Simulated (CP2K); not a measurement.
Band structure of Sr2SeS (R-3m, 4 atoms in the cell).

```
CELL_PARAMETERS angstrom
      7.64990     0.00000     0.00000
      6.37758     4.22464     0.00000
      6.37758     1.92073     3.76276
ATOMIC_POSITIONS crystal
  Sr 0.24718 0.24718 0.24718
  Sr 0.75282 0.75282 0.75282
  Se 0.00000 0.00000 0.00000
  S  0.50000 0.50000 0.50000
```

Computed with CP2K with PBEsol, GPW, DZVP-MOLOPT-SR-GTH basis, GTH-PBE potentials (GTH_POTENTIALS).

Settings: CUTOFF = 500 Ry; REL_CUTOFF = 40 Ry; SMEAR/METHOD = FERMI_DIRAC; ELECTRONIC_TEMPERATURE = 580.23 K; KPOINTS/SCHEME = MONKHORST-PACK 5 5 5; XC_FUNCTIONAL = PBE:PBESOL; Sr/BASIS_SET = DZVP-MOLOPT-SR-GTH; Sr/POTENTIAL = GTH-PBE-q10; Se/BASIS_SET = DZVP-MOLOPT-SR-GTH; Se/POTENTIAL = GTH-PBE-q6; S/BASIS_SET = DZVP-MOLOPT-SR-GTH; S/POTENTIAL = GTH-PBE-q6; METHOD = GPW; EPS_DEFAULT = 1e-10.

The starting cell comes from a database of computed structures (which also holds hypothetical and non-ambient phases and stackings), without a prior relaxation at this level. Its lattice was rescaled by a random factor within 2.5 % of one. Values carry the incompleteness of an atom-centred basis. The potentials were made for another functional than the one used.

Question: Predict the gap along the standard path and the places of the band edges.

Answer: The gap along the path is 2.69 eV, from Γ to F; the smallest direct gap on it is 2.74 eV. Another conduction valley lies within 0.1 eV, so the order of the valleys is not sure.

Levels in eV from the top of the valence band on the SCF mesh, bands 13 to 17:
| point | 13 | 14 | 15 | 16 | 17 |
|---|---|---|---|---|---|
| Γ | -1.18 | -0.08 | 0.00 | 0.00 | 2.74 |
| L | -1.29 | -1.14 | -1.08 | -0.67 | 3.91 |
| Z | -0.92 | -0.92 | -0.41 | -0.41 | 4.03 |
| F | -1.19 | -1.13 | -0.61 | -0.53 | 2.69 |
| P1 | -1.18 | -1.16 | -0.69 | -0.55 | 2.84 |
| P | -1.18 | -1.16 | -0.69 | -0.55 | 2.84 |

Higher empty bands are left out: an atom-centred basis made for the valence describes them poorly.
